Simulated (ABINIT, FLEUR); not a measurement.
An ABINIT input for a self-consistent single point of NaF (Fm-3m, 2 atoms in the cell) (DFT, PBE, plane waves, norm-conserving pseudopotentials (PseudoDojo nc-sr-05 PBE standard)):

```
# NaF, PseudoDojo nc-sr-05 PBE standard
pp_dirpath "./"
pseudos "Na.upf, F.upf"
acell 3.2739043969 3.2739043969 3.2739043969 Angstrom
rprim
        -0.0000000000    0.7071067812    0.7071067812
         0.7071067812   -0.0000000000    0.7071067812
         0.7071067812    0.7071067812   -0.0000000000
natom 2
ntypat 2
znucl 11 9
typat 1 2
xred
         0.0000000000    0.0000000000    0.0000000000
         0.5000000000    0.5000000000    0.5000000000
ecut 44
occopt 3
tsmear 0.00183747
nband 13
kptopt 1
ngkpt 6 6 6
nshiftk 1
shiftk 0 0 0
nstep 80
tolvrs 1.0e-12
prtwf 0
prtden 0
enunit 2
```

Q: Give the FLEUR input for the same structure, mesh, smearing and functional.

A: One input that does it (others would too):

Input of the input generator:

```
NaF FLAPW
&input film=f /
-0.0000000000 4.3747159785 4.3747159785
4.3747159785 -0.0000000000 4.3747159785
4.3747159785 4.3747159785 -0.0000000000
1.0
1.0 1.0 1.0

2
11 0.0000000000 0.0000000000 0.0000000000
9 0.5000000000 0.5000000000 0.5000000000

&comp jspins=1 /
&kpt div1=6 div2=6 div3=6 gamma=t /
&end /
```

```xml
<?xml version="1.0" encoding="UTF-8" standalone="no"?>
<fleurInput fleurInputVersion="0.39">
   <comment>
      NaF FLAPW                                                                                           
   </comment>
   <calculationSetup>
      <cutoffs Kmax="4.2" Gmax="16.8" GmaxXC="16.8" numbands="0"/>
      <scfLoop itmax="80" minDistance="0.00001" maxIterBroyd="15" imix="Anderson" alpha="0.05" precondParam="0.0" spinf="2.0"/>
      <coreElectrons ctail="T" frcor="F" kcrel="0" coretail_lmax="0"/>
      <xcFunctional name="pbe" relativisticCorrections="F"/>
      <magnetism jspins="1"/>
      <soc l_soc="F" theta="0.0" phi="0.0" spav="F"/>
      <expertModes spex="0" secvar="F"/>
      <geometryOptimization l_f="T" forcealpha="1.0" forcemix="BFGS" epsdisp="0.00001" epsforce="0.00001"/>
      <ldaU l_linMix="F" mixParam="0.05" spinf="1.0"/>
   </calculationSetup>
   <cell>
      <bzIntegration valenceElectrons="16.0" mode="hist" fermiSmearingEnergy="0.00183747">
         <kPointListSelection listName="default-1"/>
         <!-- k-points included here -->
         <xi:include xmlns:xi="http://www.w3.org/2001/XInclude" href="kpts.xml"> </xi:include>
      </bzIntegration>
      <!-- symmetry operations included here -->
      <xi:include xmlns:xi="http://www.w3.org/2001/XInclude" href="sym.xml"> </xi:include>
      <bulkLattice scale="1.0">
         <bravaisMatrix>
            <row-1>    0.0000000000000000     4.3747159785000003     4.3747159785000003</row-1>
            <row-2>    4.3747159785000003     0.0000000000000000     4.3747159785000003</row-2>
            <row-3>    4.3747159785000003     4.3747159785000003     0.0000000000000000</row-3>
         </bravaisMatrix>
      </bulkLattice>
   </cell>
   <atomSpecies>
      <species name="Sodium (Na)" element="Na" atomicNumber="11">
         <mtSphere radius="2.19" gridPoints="757" logIncrement="0.015"/>
         <atomicCutoffs lmax="8" lnonsphr="6"/>
         <electronConfig flipSpins="F">
            <coreConfig>(1s1/2)</coreConfig>
            <valenceConfig>(2s1/2) (2p1/2) (2p3/2) (3s1/2)</valenceConfig>
            <stateOccupation state="(3s1/2)" spinUp="0.5" spinDown="0.5"/>
         </electronConfig>
         <energyParameters s="3" p="3" d="3" f="4"/>
         <lo type="SCLO" l="0" n="2" eDeriv="0"/>
         <lo type="SCLO" l="1" n="2" eDeriv="0"/>
      </species>
      <species name="Fluorine (F)" element="F" atomicNumber="9">
         <mtSphere radius="1.90" gridPoints="655" logIncrement="0.017"/>
         <atomicCutoffs lmax="8" lnonsphr="6"/>
         <electronConfig flipSpins="F">
            <coreConfig>(1s1/2)</coreConfig>
            <valenceConfig>(2s1/2) (2p1/2) (2p3/2)</valenceConfig>
            <stateOccupation state="(2p1/2)" spinUp="0.8333333333333" spinDown="0.8333333333333"/>
            <stateOccupation state="(2p3/2)" spinUp="1.6666666666667" spinDown="1.6666666666667"/>
         </electronConfig>
         <energyParameters s="2" p="2" d="3" f="4"/>
      </species>
   </atomSpecies>
   <atomGroups>
      <atomGroup species="Sodium (Na)">
         <relPos label="                   1">.0000000000 .0000000000 .0000000000</relPos>
         <force calculate="T" relaxXYZ="TTT"/>
      </atomGroup>
      <atomGroup species="Fluorine (F)">
         <relPos label="                   2">1.000/2.000 1.000/2.000 1.000/2.000</relPos>
         <force calculate="T" relaxXYZ="TTT"/>
      </atomGroup>
   </atomGroups>
   <output dos="F" band="F" slice="F">
      <checks vchk="F" cdinf="F"/>
      <bandDOS minEnergy="-.5*Htr" maxEnergy="0.5*Htr" sigma="0.015" storeEVData="T"/>
      <vacuumDOS vacdos="F" integ="F" star="F" nstars="0" locx1="0.0" locy1="0.0" locx2="0.0" locy2="0.0" nstm="0" tworkf="0.0"/>
      <unfoldingBand unfoldBand="F" supercellX="1" supercellY="1" supercellZ="1"/>
      <plotting iplot="0" polar="F">
         <plot TwoD="T" vec1="  1.0  0.0  0.0" vec2="  0.0  1.0  0.0" vec3="  0.0  0.0  1.0" zero="  0.0  0.0  0.0" file="plot"/>
      </plotting>
      <chargeDensitySlicing numkpt="0" minEigenval="0.0" maxEigenval="0.0" nnne="0" pallst="F"/>
      <specialOutput eonly="F"/>
      <magneticCircularDichroism mcd="F" energyLo="-10.0" energyUp="0.0"/>
   </output>
  <!-- We include the file relax.xml here to enable relaxations (see documentation) -->
  <xi:include xmlns:xi="http://www.w3.org/2001/XInclude" href="relax.xml"> <xi:fallback/> </xi:include>
</fleurInput>
```

Basis settings and potentials, where a program has them, do not carry over. This input uses DFT, PBE, all-electron FLAPW (FLEUR), scalar-relativistic valence. Both were run: gap on the mesh 6.354 eV in ABINIT and 6.550 in FLEUR.

On ABINIT: the starting cell has typed, rounded lattice constants, without a prior relaxation at this level.

On FLEUR: the starting cell has typed, rounded lattice constants, without a prior relaxation at this level. Values depend on the basis (sphere radii, cutoffs, local orbitals), which need not be converged.
